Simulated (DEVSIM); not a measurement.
System: Ti/SiON/p-Si capacitor, at 300 K.

| layer (left to right) | material | thickness (nm) | Na (cm⁻³) |
|---|---|---|---|
| 1 | SiON | 25.0 | - |
| 2 | Si | 9900 | 6.8e15 |

Metal gate on the left, work function 4.33 eV. Fixed charge at the semiconductor interface -4e11 cm⁻² (in units of +e); no interface traps.

This is a model device: material constants are rounded textbook-type values typed into the input, and sizes, dopings and lifetimes were drawn at random. Values at 300 K.

| parameter | SiON | Si |
|---|---|---|
| gap (eV) | 7 | 1.124 |
| affinity (eV) | 1.4 | 4.05 |
| permittivity | 5.5 | 11.7 |
| Nc (cm⁻³) | - | 2.86e19 |
| Nv (cm⁻³) | - | 3.1e19 |

Model (solved in DEVSIM): 1D Poisson equation in equilibrium, Boltzmann statistics, complete ionisation; no quantum confinement or tunnelling. Metal contacts follow the ideal Schottky-Mott rule: no Fermi-level pinning, no interface dipoles.

Tabulate band edges, carrier densities and field at -1.8 V on the gate.

Energies count from the Fermi level of the right contact; mesh points crowd at the junctions.

```tsv
x (μm)	Ec (eV)	Ev (eV)	n (cm⁻³)	p (cm⁻³)	field (V/cm)
0.000	4.730	-2.270	< 1e2	< 1e2	-400000
0.001748	4.661	-2.339	< 1e2	< 1e2	-400000
0.006099	4.488	-2.512	< 1e2	< 1e2	-400000
0.01516	4.128	-2.872	< 1e2	< 1e2	-400000
0.02271	3.829	-3.171	< 1e2	< 1e2	-400000
0.02482	3.745	-3.255	< 1e2	< 1e2	-400000
0.02637	1.062	-0.062	< 1e2	2.8e18	-150000
0.03301	1.007	-0.117	340	3.4e17	-50000
0.04753	0.964	-0.160	1800	6.5e16	-18000
0.08504	0.928	-0.196	7400	1.6e16	-5100
0.1819	0.909	-0.215	15000	7.6e15	-560
0.5970	0.906	-0.218	17000	6.8e15	≈ 0
1.504	0.906	-0.218	17000	6.8e15	≈ 0
3.980	0.906	-0.218	17000	6.8e15	≈ 0
8.135	0.906	-0.218	17000	6.8e15	≈ 0
9.256	0.906	-0.218	17000	6.8e15	≈ 0
9.667	0.906	-0.218	17000	6.8e15	≈ 0
9.826	0.906	-0.218	17000	6.8e15	≈ 0
9.899	0.906	-0.218	17000	6.8e15	≈ 0
9.915	0.906	-0.218	17000	6.8e15	≈ 0
9.922	0.906	-0.218	17000	6.8e15	≈ 0
9.925	0.906	-0.218	17000	6.8e15	≈ 0
```
